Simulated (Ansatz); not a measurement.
Start from Pd in the fcc (Cu type) structure (space group Fm-3m, No. 225; relaxed with 0.1 eV smearing).

```yaml
crystal:
  lattice:
    - [0.00000, 1.93885, 1.93885]
    - [1.93885, 0.00000, 1.93885]
    - [1.93885, 1.93885, 0.00000]
  atoms:
    - { symbol: Pd, position: [0.00000, 0.00000, 0.00000] }
```

Cartesian axes are those of the cell as printed.

Level of theory: Ansatz (a program for electronic structure) PBEsol, without spin-orbit coupling.

Strains are applied to the cell and any free atomic positions relax; under biaxial strain the out-of-plane vector relaxes too.

One change was made to it. Results:

The energy increases by 21 meV/atom; the volume per atom decreases by 0.40 Å³ (14.58 Å³ → 14.18 Å³); the pressure (mean of the normal stresses, compression positive) goes from zero to 6.6 GPa.

Task: What was done to the base?
A) biaxial strain −2.50 %, plane normal [111], relaxed out of plane
B) biaxial strain +1.67 %, plane normal [111], relaxed out of plane
C) biaxial strain −1.67 %, plane normal [111], relaxed out of plane

Result: A, biaxial strain −2.50 %, plane normal [111], relaxed out of plane. For comparison, the energy relative to the base in the other runs: biaxial strain +1.67 %, plane normal [111], relaxed out of plane gives +7.8 meV/atom; biaxial strain −1.67 %, plane normal [111], relaxed out of plane gives +9.1 meV/atom.

Whether these cells are dynamically stable was not tested. All final runs are without spin polarisation.
